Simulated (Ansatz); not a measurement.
## A computed series for GaP: response to strain

Start from GaP in the zinc blende structure (space group F-43m, No. 216; a = 5.451 Å). Axes: x, y, z lie along the cube axes.

Strains are applied to the cell and any free atomic positions relax; under biaxial strain the out-of-plane vector relaxes too.

All numbers come from Ansatz (an electronic-structure program) r2SCAN, spin-orbit coupling left out.

Candidates:
(a) biaxial strain −1.25 %, plane normal [111], relaxed out of plane
(b) biaxial strain −1.67 %, plane normal [111], relaxed out of plane
(c) biaxial strain −2.50 %, plane normal [111], relaxed out of plane
(d) biaxial strain −0.83 %, plane normal [111], relaxed out of plane

For the base:

| Quantity | Result |
|---|---|
| Band gap | 1.85 eV |

Problem. Order them by band gap, highest first.

Solution. (d) biaxial strain −0.83 %, plane normal [111], relaxed out of plane (1.78 eV), (a) biaxial strain −1.25 %, plane normal [111], relaxed out of plane (1.74 eV), (b) biaxial strain −1.67 %, plane normal [111], relaxed out of plane (1.69 eV), (c) biaxial strain −2.50 %, plane normal [111], relaxed out of plane (1.58 eV)

Whether these cells are dynamically stable was not tested.
